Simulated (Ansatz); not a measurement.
# A constructed model of the (111) surface of fcc Au, a pseudomorphic layer of Mg in the host's stacking (bottom of the slab: a bare face, its two planes held)

Calculation: PBE (plane waves to 420 eV, PAW; Ansatz, a quantum-chemistry and plane-wave program).

Slab: 7 atoms, 14.3 Å thick at the start; k 15x15x1, smearing 0.1 eV, dipole-corrected; 2 atoms held, the rest relaxed; start symmetry kept, larger cells not searched; no spin, no spin-orbit, no U. It is one candidate, not shown to be the stable structure of the face.

* **work function of the top face**: 4.10 eV
* **energy released by relaxation**: 0.009 eV
* **cost**: roughly 110 core-seconds
